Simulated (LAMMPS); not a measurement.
Al (fcc) at 200 K and zero pressure, started from the crystal, with several potentials, in cells of their own sizes.

Potentials compared:
- EAM-type AlCu.eam.alloy: classical MD, pair style eam/alloy, file AlCu.eam.alloy (LAMMPS); Cai and Ye, Phys Rev B, 54, 8398-8410 (1996)
- EAM-type AlFe_mm.eam.fs: classical MD, pair style eam/fs, file AlFe_mm.eam.fs (LAMMPS); Mendelev, Srolovitz, Ackland and Han, J Mater Res 20, 208-218 (2005)
- EAM-type Al_mm.eam.fs: classical MD, pair style eam/fs, file Al_mm.eam.fs (LAMMPS)
- MEAM library.meam-Al: classical MD, pair style meam, file library.meam (library.meam-Al) (LAMMPS); Baskes, Phys Rev B, 46, 2727-2742 (1992)
- bond-order AlCu.bop.table: classical MD, pair style bop, file AlCu.bop.table (LAMMPS); Zhou, Ward, and Foster, Phys. Chem. Chem. Phys., under consideration

| potential | state | volume | first peak of g(r) | coordination number | mean phonon frequency | rough cost (ms per atom and simulated ps) |
|---|---|---|---|---|---|---|
| bond-order AlCu.bop.table | crystal; no diffusion seen in 15 ps | 16.6493 ± 0.0002 Å³/atom | 2.86 Å, height 8.6 | 12.0 (counted to 3.46 Å) | 6.3 THz | 10 to 30 |
| EAM-type AlCu.eam.alloy | crystal; no diffusion seen in 30 ps | 16.8930 ± 0.0003 Å³/atom | 2.87 Å, height 7.3 | 12.0 (counted to 3.46 Å) | 5.3 THz | 0.3 to 1 |
| EAM-type AlFe_mm.eam.fs | crystal; no diffusion seen in 30 ps | 16.5997 ± 0.0003 Å³/atom | 2.86 Å, height 8.7 | 12.0 (counted to 3.46 Å) | 6.2 THz | 1 to 3 |
| EAM-type Al_mm.eam.fs | crystal; no diffusion seen in 30 ps | 16.7895 ± 0.0002 Å³/atom | 2.87 Å, height 8.4 | 12.0 (counted to 3.46 Å) | 5.9 THz | 1 to 3 |
| MEAM library.meam-Al | crystal; no diffusion seen in 30 ps | 16.6732 ± 0.0002 Å³/atom | 2.86 Å, height 8.6 | 12.0 (counted to 3.46 Å) | 6.4 THz | 3 to 10 |

Costs are rough: whole-run CPU time with set-up and analysis, from shared machines, in bands a factor of about three wide.

Caution: the potential EAM-type AlFe_mm.eam.fs is made for dilute Fe in Al.

Caution: the potential MEAM library.meam-Al is a first-neighbour MEAM set with a 4 Å cutoff, used here without a parameter file and away from the static properties it was fitted to.

States go by the mean squared displacement: a species diffuses where it passes 1.5 Å², still rises and gives D over 1e-6 cm²/s; a crystal has left its structure where atoms lie 0.35 Å off their sites on average or a cubic box changes its shape by 3 %, or the axial ratios of another lie 8 % off the starting cell's, which the potential's own relaxation can also do.

The ± values are statistical; the model's systematic error is not in them.
